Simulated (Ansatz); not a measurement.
**Response to strain in Zr**

Base system: Zr in the hcp (Mg type) structure (space group P6_3/mmc, No. 194; a = 3.244 Å, c = 5.158 Å; relaxed with 0.1 eV smearing). Axes: x lies along a and z along c of the hexagonal cell.

Strains are applied to the cell and any free atomic positions relax.

The values are results of DFT with r2SCAN, PAW potentials and a 500 eV plane-wave cutoff in Ansatz (a quantum-chemistry and plane-wave program), spin-orbit coupling left out, not measurements.

Notes on the quantities. energy relative to the base: free energy F.

```csv
uniaxial strain ε_xx (%),energy relative to the base (meV/atom)
0,0.0
0.5,0.3
1,1.0
1.5,2.3
2,4.1
2.5,?
3,9.1
```

Q: Fit ΔE = Aε² + Bε³ (ε in %) to the rows shown and predict the withheld row.

A: Least squares on the printed values gives A = 1.04 and B = -0.0096 meV/atom (largest residual 0.0 meV/atom); this predicts 6.4 meV/atom, and the run gives 6.4 meV/atom, in agreement.

Stability against distortions was not tested. The final runs are not spin-polarised.
